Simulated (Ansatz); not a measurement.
Levels about the gap of amorphous Si$_{20}$B$_{4}$O$_{46}$ (70 atoms in a cell of 1135 Å³, 1.96 g/cm³; zone centre alone, so wide bands show as single levels with stretches between that a denser mesh fills), at the geometry that PBE relaxed, where it gives 0.0 GPa on a denser mesh. The participation number counts the atoms over which a state spreads; weights are charges in smoothed Voronoi cells. The levels come from a single point, so bond lengths are those of that geometry. Method of the levels: PBE, scalar-relativistic without spin-orbit coupling (Ansatz, an electronic-structure program). Sampling: the zone centre alone; Fermi-Dirac width 0.02 eV; no spin polarisation. At PBE the levels at the filled edge of the gap are localised (band-tail or defect states).

The cell was made by melting and quenching with the CHGNet potential and then relaxed with DFT. O atoms were pushed apart under 1.9 Å during the dynamics, to hinder bonds among them. The hot cell started wider than the set density and was brought back towards it in steps. It is the lowest in DFT energy of 2 quenches. It is a model cell: composition and starting density were chosen by hand, and all elements were melted together. No dispersion term was used. Its density started from a set value of 2.25 and ended at 1.96 g/cm³. Cooling (nominally 390 K/ps over its main leg) ran many orders faster than in experiment, which tends to leave more defects and strain. One small periodic cell is one sample of the glass; other quenches scatter about these values. Volume and shape were free in the relaxation.

```json
[
 {"E - E(highest filled), eV": "-0.37", "filling": "filled", "participation number": "22.2", "largest on": "O, 2 neighbours", "weight O": "0.96", "weight Si": "0.04", "weight B": "0.01"},
 {"E - E(highest filled), eV": "-0.33", "filling": "filled", "participation number": "23.2", "largest on": "O, 2 neighbours", "weight O": "0.96", "weight Si": "0.03", "weight B": "0.01"},
 {"E - E(highest filled), eV": "-0.24", "filling": "filled", "participation number": "19.0", "largest on": "O, 2 neighbours", "weight O": "0.95", "weight Si": "0.03", "weight B": "0.01"},
 {"E - E(highest filled), eV": "-0.23", "filling": "filled", "participation number": "25.6", "largest on": "O, 2 neighbours", "weight O": "0.97", "weight Si": "0.03", "weight B": "0.01"},
 {"E - E(highest filled), eV": "-0.19", "filling": "filled", "participation number": "15.1", "largest on": "O, 2 neighbours", "weight O": "0.95", "weight Si": "0.03", "weight B": "0.01"},
 {"E - E(highest filled), eV": "-0.03", "filling": "filled", "participation number": "17.9", "largest on": "O, 2 neighbours", "weight O": "0.95", "weight Si": "0.03", "weight B": "0.01"},
 {"E - E(highest filled), eV": "0.00", "filling": "filled", "participation number": "12.3", "largest on": "O, 2 neighbours", "weight O": "0.95", "weight Si": "0.03", "weight B": "0.02"},
 {"E - E(highest filled), eV": "5.35", "filling": "empty", "participation number": "56.9", "largest on": "Si, 4 neighbours", "weight O": "0.73", "weight Si": "0.24", "weight B": "0.03"},
 {"E - E(highest filled), eV": "6.63", "filling": "empty", "participation number": "20.0", "largest on": "Si, 4 neighbours", "weight O": "0.61", "weight Si": "0.28", "weight B": "0.11"},
 {"E - E(highest filled), eV": "6.98", "filling": "empty", "participation number": "24.1", "largest on": "Si, 4 neighbours", "weight O": "0.57", "weight Si": "0.32", "weight B": "0.12"},
 {"E - E(highest filled), eV": "7.02", "filling": "empty", "participation number": "44.8", "largest on": "O, 2 neighbours", "weight O": "0.71", "weight Si": "0.28", "weight B": "0.02"},
 {"E - E(highest filled), eV": "7.16", "filling": "empty", "participation number": "47.4", "largest on": "Si, 4 neighbours", "weight O": "0.72", "weight Si": "0.23", "weight B": "0.05"}
]
```

Most localised among these is the filled level at +0.00 eV, on a O atom, which has 2 neighbours (B 1.41 Å, Si 1.67 Å).
